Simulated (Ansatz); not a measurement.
Response to strain in hypothetical simple cubic Ni

Start from Ni in the simple cubic structure (space group Pm-3m, No. 221; a = 2.332 Å; ferromagnetic; a hypothetical phase, not in the database extracts checked; relaxed with 0.1 eV smearing). Axes: x, y, z lie along the cube axes.

Strains are applied to the cell and any free atomic positions relax; under biaxial strain the out-of-plane vector relaxes too.

Calculations: DFT with PBE, PAW potentials and a 420 eV plane-wave cutoff in Ansatz (a program for electronic structure), spin-orbit coupling left out.

Notes on the quantities. energy relative to the base: free energy F; pressure: mean of the normal stresses, compression positive.

```json
[
 {"change": "base", "shortest interatomic distance": "2.332 Å", "energy relative to the base": "0 meV/atom", "largest site moment": "0.58 μB", "pressure": "0.0 GPa"},
 {"change": "biaxial strain −3.21 %, plane normal [111], relaxed out of plane", "shortest interatomic distance": "2.366 Å", "energy relative to the base": "-21 meV/atom", "largest site moment": "0.64 μB", "pressure": "-5.0 GPa"},
 {"change": "biaxial strain +1.43 %, plane normal [111], relaxed out of plane", "shortest interatomic distance": "2.317 Å", "energy relative to the base": "-4.6 meV/atom", "largest site moment": "0.55 μB", "pressure": "2.9 GPa"},
 {"change": "isotropic strain −5.46 %", "shortest interatomic distance": "2.205 Å", "energy relative to the base": "+182 meV/atom", "largest site moment": "0.37 μB", "pressure": "35.1 GPa"},
 {"change": "isotropic strain −0.33 %", "shortest interatomic distance": "2.324 Å", "energy relative to the base": "+0.5 meV/atom", "largest site moment": "0.57 μB", "pressure": "1.4 GPa"},
 {"change": "uniaxial strain ε_zz = −1.23 %", "shortest interatomic distance": "2.303 Å", "energy relative to the base": "+2.1 meV/atom", "largest site moment": "0.56 μB", "pressure": "1.8 GPa"}
]
```

Other magnetic orders, which the real material may have, were not ruled out. Whether these cells are dynamically stable was not tested. Under biaxial strain −3.21 %, plane normal [111], relaxed out of plane and biaxial strain +1.43 %, plane normal [111], relaxed out of plane the cell ends below the base's energy or with stress of the wrong sign: the atoms slid into a distortion or the cell is elastically unstable, so the base is not a stable minimum at this level.
